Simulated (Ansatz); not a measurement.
PbS (Cmcm, No. 63, 4 atoms in the cell; start mp-1018115; high-pressure phase), treated with PBE0 (Ansatz, a program for electronic structure, plane waves, PAW).

Settings: plane-wave cutoff 500 eV, 6×6×6 k mesh, gaussian smearing 0.02 eV, scalar-relativistic PAW data made under PBE.

Cell (relaxed with r²SCAN):

```
CELL_PARAMETERS angstrom
      2.08237    -6.00057     0.00000
      2.08237     6.00057     0.00000
      0.00000     0.00000     4.27218
ATOMIC_POSITIONS crystal
  Pb 0.86963 0.13037 0.75000
  Pb 0.13037 0.86963 0.25000
  S  0.64624 0.35376 0.75000
  S  0.35376 0.64624 0.25000
```

Question: Give the computed band gap.

Answer: 
- band gap = 2.34 eV (on the SCF k mesh)

Note: cell and atoms aren't relaxed at this level (pressure -0.3 GPa); the cell has widely spaced layers and the level no dispersion term, so their spacing and the moduli can rest on weak binding.

Spin–orbit coupling is not included; with these elements it can move the gap by several tenths of an eV or more.

Computed values are for the static lattice.

It cost roughly 6 core-minutes of CPU time.

A start named mp-… is a Materials Project structure, which need not be a measured phase.
